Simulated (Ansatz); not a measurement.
Reference: GaP (F-43m), r2SCAN with spin-orbit coupling, rigid bands (plane waves, PAW; Ansatz, a quantum-chemistry and plane-wave program); axes and stresses refer to this cell.

```yaml
crystal:
  lattice:
    - [0.00000, 2.71923, 2.71923]
    - [2.71923, 0.00000, 2.71923]
    - [2.71923, 2.71923, 0.00000]
  atoms:
    - { symbol: Ga, position: [0.00000, 0.00000, 0.00000] }
    - { symbol: P, position: [0.25000, 0.25000, 0.25000] }
```

The Seebeck coefficient, n-type 1e19 cm⁻³ comes out as -328 μV/K. The hole conductivity mass is 0.48 mₑ and the band gap is 1.81 eV.

Q: Change: biaxial stress in (001) of 4.2 GPa (compression positive). What happens to Seebeck coefficient, n-type 1e19 cm⁻³, hole conductivity mass, band gap?

A: Seebeck coefficient, n-type 1e19 cm⁻³ shrinks in size to -290 μV/K; hole conductivity mass shrinks to 0.35 mₑ; band gap falls to 1.49 eV.

Q: Change: uniaxial stress along [001] of -9.8 GPa (compression positive). What happens to Seebeck coefficient, n-type 1e19 cm⁻³, hole conductivity mass, band gap?

A: Seebeck coefficient, n-type 1e19 cm⁻³ drops in size to -313 μV/K; hole conductivity mass decreases to 0.33 mₑ; band gap drops to 1.31 eV.

Masses are for dilute carriers at 300 K, harmonic means over directions unless an axis is named. Seebeck coefficients are for the stated density at 300 K, with one relaxation time for all states and whether or not that doping can be reached. Stresses and pressures are the targets of the relaxation.  The structure type is held under load, also where the real crystal would transform.
